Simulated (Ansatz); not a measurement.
We consider Bi₂Te₃ (model structure, started from the A-La2O3 type, P-3m1, No. 164, 5 atoms in the cell), described by G0W0@PBEsol (Ansatz, a program for electronic structure, plane waves, hard PAW, contour deformation, complete-basis limit).

Settings: largest k mesh 9×9×2 (not extrapolated in the mesh).

Cell (relaxed with PBEsol):

```yaml
crystal:
  lattice:
    - [4.34883, 0.00000, 0.00000]
    - [-2.17442, 3.76620, 0.00000]
    - [0.00000, 0.00000, 10.58893]
  atoms:
    - { symbol: Bi, position: [0.33333, 0.66667, 0.19138] }
    - { symbol: Bi, position: [0.66667, 0.33333, 0.80862] }
    - { symbol: Te, position: [0.00000, 0.00000, 0.00000] }
    - { symbol: Te, position: [0.33333, 0.66667, 0.64488] }
    - { symbol: Te, position: [0.66667, 0.33333, 0.35512] }
```

### Question
Give the computed band gap.

### Answer

- band gap = 0.84 eV

Note: filled d or f shells below the valence bands can shift G0W0 gaps through exchange with them, which wasn't tested here; the relaxation could raise the start's symmetry but not lower it, so the cell can be a saddle point; the gap holds a correction of +0.08 eV to the complete basis.

Spin–orbit coupling is not included; with these elements it can move the gap by several tenths of an eV or more.

The computed numbers hold no vibrational or temperature effects.

It cost roughly 10 core-hours of CPU time.

A model structure was made by putting elements into a prototype or built by hand; it is no filed structure, need not be a known phase, and can be a saddle point held by its symmetry.
